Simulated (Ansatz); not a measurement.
The starting structures come from a database of crystals and need not be the phases stable at ambient conditions.

 Where the default PAW files enter, the runs use the earlier of Ansatz's two default sets.

Tunnelling through a barrier is set by its complex band structure: the current falls as exp(−2κd) with the smallest κ.

Here is the system:

```xyz
10
Lattice="5.8160 0.0000 0.0000 0.0000 7.1513 0.0000 0.0000 1.4822 4.4697" Properties=species:S:1:pos:R:3 pbc="T T T"
K      1.4540     5.3139     0.6994
K      4.3620     3.3195     3.7703
S      1.4540     1.9123     1.7854
S      4.3620     6.7211     2.6843
O      2.6766     2.6954     1.4953
O      3.1394     5.9380     2.9744
O      5.5846     5.9380     2.9744
O      0.2314     2.6954     1.4953
F      4.3620     6.5975     0.8539
F      1.4540     2.0359     3.6158
```

Space group of this cell: P2_1/m. The cell is taken as given; by r2SCAN its mean pressure is -2.5 GPa.

Transport runs along the normal of the first two printed cell vectors.

The gap is the functional's own, uncorrected, and κ follows it; spin-orbit coupling is left out. Mid-gap values are interpolated between the computed energies.

**Question.** Give the band gap and the smallest decay constant κ at mid-gap that r2SCAN (Ansatz, a program for electronic structure) yields.

**Answer.** Gap 4.40 eV on a 6×6×8 mesh; κ = 0.464 1/Å, at the zone centre.
